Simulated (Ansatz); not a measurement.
**AlAs: response to strain**

Start from AlAs in the zinc blende structure (space group F-43m, No. 216).

```yaml
crystal:
  lattice:
    - [0.00000, 2.83713, 2.83713]
    - [2.83713, 0.00000, 2.83713]
    - [2.83713, 2.83713, 0.00000]
  atoms:
    - { symbol: As, position: [0.75000, 0.75000, 0.75000] }
    - { symbol: Al, position: [0.00000, 0.00000, 0.00000] }
```

Cartesian axes are those of the cell as printed.

Strains are applied to the cell and any free atomic positions relax; under biaxial strain the out-of-plane vector relaxes too.

Method: PBEsol in Ansatz (plane waves to 420 eV, PAW, spin-orbit coupling left out), earlier PAW set.

Notes on the quantities. pressure: mean of the normal stresses, compression positive; energy relative to the base: free energy F.

| case | volume per atom | gap character | pressure | energy relative to the base |
|---|---|---|---|---|
| base | 22.84 Å³ | indirect, Γ → X | 0.01 GPa | 0 meV/atom |
| biaxial strain −0.51 %, plane normal [001], relaxed out of plane | 22.72 Å³ | indirect, Γ → X | 0.37 GPa | +0.4 meV/atom |
| biaxial strain +4.88 %, plane normal [001], relaxed out of plane | 23.80 Å³ | indirect, Γ → M | -2.98 GPa | +33 meV/atom |
| biaxial strain +1.75 %, plane normal [110], relaxed out of plane | ___ | indirect, Γ → T | -1.68 GPa | +6.3 meV/atom |
| isotropic strain −3.88 % | 20.28 Å³ | indirect, Γ → X | ___ | +79 meV/atom |
| isotropic strain −2.97 % | 20.86 Å³ | indirect, Γ → X | 7.91 GPa | ___ |
| isotropic strain +1.40 % | 23.81 Å³ | indirect, Γ → X | -2.75 GPa | +8.6 meV/atom |
| uniaxial strain ε_yy = −2.45 % | 22.28 Å³ | indirect, Γ → M | ___ | +4.7 meV/atom |
| uniaxial strain ε_yy = +0.55 % | 22.96 Å³ | indirect, Γ → X | -0.38 GPa | +0.2 meV/atom |
| tensor shear ε_xz = −2.12 % | 22.83 Å³ | indirect, Γ → X | 0.03 GPa | +6.6 meV/atom |

### Question
Some entries are withheld; estimate them.

### Answer

- biaxial strain +1.75 %, plane normal [110], relaxed out of plane, volume per atom: 23.41 Å³
- isotropic strain −3.88 %, pressure: 11.01 GPa
- isotropic strain −2.97 %, energy relative to the base: +45 meV/atom
- uniaxial strain ε_yy = −2.45 %, pressure: 1.88 GPa

A biaxial case was relaxed in a doubled cell and then solved in the primitive one. Whether these cells are dynamically stable was not tested. Labels are those of the standard path for the cell's own space group.

Ansatz is a first-principles code.
